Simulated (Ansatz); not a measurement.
Ansatz (a quantum-chemistry and plane-wave program) run on MgI₂ (P-3m1, 3 atoms in the cell): self-consistent single point.

Method of the run: PBE (plane waves, PAW; Ansatz).

```xyz
3
Lattice="4.1957 0.0000 0.0000 -2.0978 3.6336 0.0000 0.0000 0.0000 7.1057" Properties=species:S:1:pos:R:3 pbc="T T T"
Mg     0.0000     0.0000     0.0000
I      0.0000     2.4224     1.6633
I      2.0978     1.2112     5.4424
```

Reference input (self-consistent single point, DFT, HSE06, plane waves, default PAW files made with PBE): basis.ecutwfc = 420 eV; kpoints.mp_grid.grid = 4 4 2; hamiltonian.xc = hse06; hamiltonian.pseudopotentials = {kind: paw} (the program's default PAW files); scf.occupations.method = fixed. This run's input differs from it in these lines:

Ansatz 0.2 input:
```diff
@@ -15,3 +15,3 @@
 hamiltonian:
-  xc: hse06
+  xc: pbe
   pseudopotentials: { kind: paw }
```

Output (repeated stretches shortened):

```
SCF iter   1: F=—  HF=-16952.787647 eV  |F-HF|=—  |Δ(HF+E_count)|=         —  Δρ=6.02e-4  dr2=2.82e-4  ethr=1.77e-3  ⟨swp⟩=5.2  Hψ=827  notcnv=0  defer=23
all-band conjugate gradients solve this SCF's bands
preconditioner: auto → Resta (q_TF=auto, 2.348 Å⁻¹)
SCF iter   2: F=—  HF=-16952.787175 eV  |F-HF|=—  |Δ(HF+E_count)|=   4.72e-4  Δρ=4.20e-4  dr2=3.71e-4  ethr=6.40e-7  ⟨swp⟩=3.0  Hψ=544  notcnv=0  defer=24
SCF iter   3: F=—  HF=-16952.787169 eV  |F-HF|=—  |Δ(HF+E_count)|=   6.56e-6  Δρ=2.16e-4  dr2=5.42e-5  ethr=6.40e-7  ⟨swp⟩=2.1  Hψ=284  notcnv=0  defer=24
SCF iter   4: F=—  HF=-16952.787236 eV  |F-HF|=—  |Δ(HF+E_count)|=   6.77e-5  Δρ=5.84e-5  dr2=4.58e-6  ethr=1.23e-7  ⟨swp⟩=2.1  Hψ=306  notcnv=0  defer=24
SCF iter   5: F=—  HF=-16952.787241 eV  |F-HF|=—  |Δ(HF+E_count)|=   4.92e-6  Δρ=2.49e-5  dr2=1.55e-6  ethr=1.04e-8  ⟨swp⟩=2.4  Hψ=305  notcnv=0  defer=24
SCF iter   6: F=-16952.787242 eV  HF=-16952.787242 eV  |F-HF|=7.28e-8  |Δ(HF+E_count)|=   4.88e-7  Δρ=4.68e-6  dr2=3.80e-8  ethr=2.27e-10  ⟨swp⟩=11.8  Hψ=1564  notcnv=0
SCF 1 converged in 6 iterations: F = -16952.787242 eV  dr2 = 3.80e-8
Free energy (F): -16952.787242 eV
Internal energy: -16952.787242 eV  (E = F + TS)
E sigma→0 (E₀):  -16952.787242 eV
Fermi energy:    4.200477 eV
--- Forces (eV/Å), atoms counted from 1 ---
  atom   1  Mg     0.00000000    -0.00000000     0.00000000
  atom   2  I     -0.00000000     0.00000000     0.01206571
  atom   3  I     -0.00000000    -0.00000000    -0.01206571
--- Stress (GPa, compression-positive) ---
        0.524772       0.000000       0.000000
        0.000000       0.524772      -0.000000
        0.000000       0.000000       0.607914
  P = ⅓ Tr σ = 0.5525 GPa (5.525 kbar)
  The stress holds the Pulay correction. Without it, at fixed plane waves, as pw.x and ABINIT print it: P = 0.5397 GPa
```

The run converged in 6 iterations. Against the reference run the pressure goes from -0.13 to 0.55 GPa, the largest force goes from 0.105 to 0.012 eV/Å and the gap on the mesh goes from 4.589 to 3.618 eV.

The starting cell comes from a database of computed structures (which also holds hypothetical and non-ambient phases and stackings), without a prior relaxation at this level. Spin-orbit coupling is off. Ansatz's pressure includes its estimate of the finite-basis (Pulay) stress.
